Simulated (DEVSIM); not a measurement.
Device: abrupt Ge p-n junction, at 400 K.

```
layer (left to right)  material  thickness (μm)  Nd (cm⁻³)  Na (cm⁻³)  τn (s)  τp (s)
---------------------  --------  --------------  ---------  ---------  ------  ------
1                            Ge            65.0          -     1.2e18  3.9e-5  3.9e-5
2                            Ge            17.0     3.8e16          -  3.9e-5  3.9e-5
```

Left contact: ohmic. Right contact: ohmic. Voltage is applied to the left contact. Recombination: SRH at mid-gap, radiative. Mobility is μmin + (μ − μmin)/(1 + (N/Nref)^α).

Constants are typed, rounded textbook-type inputs, not results; the design itself was drawn at random and stands for no fabricated device. Values at 300 K; Nc and Nv go as T^1.5, mobilities as T to minus their exponent, the gap by Varshni's rule with the affinity fixed.

| parameter | Ge |
|---|---|
| gap (eV) | 0.664 |
| affinity (eV) | 4 |
| permittivity | 16 |
| Nc (cm⁻³) | 1.04e19 |
| Nv (cm⁻³) | 6e18 |
| μn (cm²/Vs) | 3900 |
| μp (cm²/Vs) | 1900 |
| μn,min | 150 |
| μp,min | 100 |
| Nref,n | 2.6e17 |
| Nref,p | 4e17 |
| αn | 0.56 |
| αp | 0.6 |
| T exponent of μn | 1.66 |
| T exponent of μp | 2.33 |
| B (cm³/s) | 6.4e-14 |
| Varshni α (eV/K) | 0.000477 |
| Varshni β (K) | 235 |

Model (solved in DEVSIM): 1D drift-diffusion, Boltzmann statistics, complete ionisation; no tunnelling, impact ionisation, image-force lowering or self-heating.

The doping Na of layer 1 was swept, all else fixed.

| doping Na of layer 1 (cm^-3) | dark forward voltage at 1 A/cm² (V) | largest field in the device at zero bias (V/cm) | potential step across the device at zero bias (V) | dark forward voltage at 100 A/cm² (V) |
|---|---|---|---|---|
| 3.6e16 | 0.060 | 26000 | 0.225 | 0.269 |
| 1.2e17 | 0.070 | 37000 | 0.266 | 0.266 |
| 3.6e17 | 0.073 | 49000 | 0.304 | 0.256 |
| 1.2e18 | 0.074 | 71000 | 0.345 | 0.247 |
| 3.6e18 | 0.074 | 110000 | 0.383 | 0.243 |

From the first row to the last the dark forward voltage at 1 A/cm² goes from 0.060 to 0.074. From the first row to the last the largest field in the device at zero bias goes from 26000 to 110000.
